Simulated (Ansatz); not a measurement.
We consider K₂SO₄ (Pnma, No. 62), described by LDA (Ansatz, an electronic-structure program, plane waves, PAW).

Settings: plane-wave cutoff 520 eV, 6×6×4 k mesh (along the axes of the cell as run), Fermi–Dirac smearing 0.01 eV, scalar-relativistic PAW data made under PBE.

Shape and atoms are relaxed at each volume.

The direct gap at Γ against volume; x = 100 ln(V/14.154 Å³). One gap is withheld.

```
V (Å³/atom)      x  gap (eV)
-----------  -----  --------
13.588       -4.08         ?
13.871       -2.02     5.871
14.154        0.00     5.745
14.438        1.99     5.622
14.721        3.93     5.503
```

Q: Fit a straight line to the rows shown, give the volume deformation potential and predict the withheld gap.

A: Means of the 4 rows: x̄ = 0.975, ȳ = 5.6852 eV. Σ(x − x̄)(y − ȳ) = -1.2173 and Σ(x − x̄)² = 19.683, so the slope is -0.0618 eV per unit of x, and dE_g/d ln V = -6.2 eV. At x = -4.08: 5.6852 + (-0.0618) × (-4.08 − (0.975)) = 5.998 eV. The run gives 6.000 eV, 0.002 eV above the line.

Note: the relaxation could not lower the start's symmetry, so the cell can be a saddle point above a distorted one; the volume lies 9 % below that of the published cell.
